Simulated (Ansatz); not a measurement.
The starting structures come from a database of crystals and need not be the phases stable at ambient conditions.

Tunnelling through a barrier is set by its complex band structure: the current falls as exp(−2κd) with the smallest κ.

Given:

```yaml
crystal:
  lattice:
    - [5.15710, 0.00000, 0.00000]
    - [0.00000, 6.27332, 0.00000]
    - [2.57855, 0.00000, 2.57855]
  atoms:
    - { symbol: Rb, position: [0.00000, 0.00000, 0.00000] }
    - { symbol: Al, position: [0.50000, 0.50000, 0.00000] }
    - { symbol: F, position: [0.50000, 0.78163, 0.00000] }
    - { symbol: F, position: [0.50000, 0.21837, 0.00000] }
    - { symbol: F, position: [0.50000, 0.50000, 0.50000] }
    - { symbol: F, position: [0.00000, 0.50000, 0.50000] }
```

Space group of this cell: P4/mmm. The cell is taken as given.

Transport runs along the normal of the first two printed cell vectors, the (110) plane of the conventional cell.

The gap is the functional's own. No spin-orbit coupling. Mid-gap values are interpolated on the energy grid.

Give the band gap and the smallest decay constant κ at mid-gap that r2SCAN run with Ansatz (an electronic-structure program) yields.

Gap 8.09 eV on a 12×6×12 mesh; κ = 0.545 1/Å, at the zone centre.
